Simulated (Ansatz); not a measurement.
## CuI: tensor shear ε_xz = −1.42 %

Consider CuI in the zinc blende structure (space group F-43m, No. 216; a = 5.939 Å). Axes: x, y, z lie along the cube axes.

Modification: tensor shear ε_xz = −1.42 % (engineering shear γ = -0.0284); the atoms relax in the strained cell.

The values are results of PBEsol/PAW in Ansatz (a program for electronic structure), spin-orbit coupling left out, earlier PAW set, not measurements. k-mesh 10×10×10 (Γ-centred); smearing 0.05 eV (Fermi–Dirac).

| quantity | base | changed | shift |
|---|---|---|---|
| volume per atom | 26.19 Å³ | 26.18 Å³ | -0.01 Å³ |
| space group | F-43m (No. 216) | Imm2 (No. 44) | – |
| shortest interatomic distance | 2.572 Å | 2.570 Å | -0.0014 Å |
| energy relative to the base (free energy F) | 0 meV/atom | +1.6 meV/atom | +1.6 meV/atom |
| pressure (mean of the normal stresses, compression positive) | -0.01 GPa | -0.01 GPa | 0.00 GPa |
| band gap | 1.17 eV | 1.14 eV | -0.03 eV |
| gap character | direct at Γ | direct at Γ | – |
| valence-band top at Γ (three highest levels, from the VBM) | 0.00, 0.00, 0.00 eV | 0.00, -0.03, -0.05 eV | – |
| valley order (the lowest conduction-band minima on the path, energy above the VBM, named in the base's zone) | Γ 1.17 eV; L along ⟨111⟩ 2.11 eV; X along ⟨100⟩ 2.47 eV | Γ 1.14 eV; L along [111] 2.00 eV; L along [1-1-1] 2.19 eV; X along [010] 2.36 eV | – |
| largest internal atomic displacement | – | 0.019 Å | – |
| stress (xx, yy, zz, yz, xz, xy; compression positive) | – | (-0.01, -0.01, -0.01, 0.00, 0.69, 0.00) GPa | – |

Spin-orbit coupling, missing from the scalar runs, can matter with I. Whether these cells are dynamically stable was not tested. All final runs are without spin polarisation. Labels are those of the standard path for the cell's own space group.
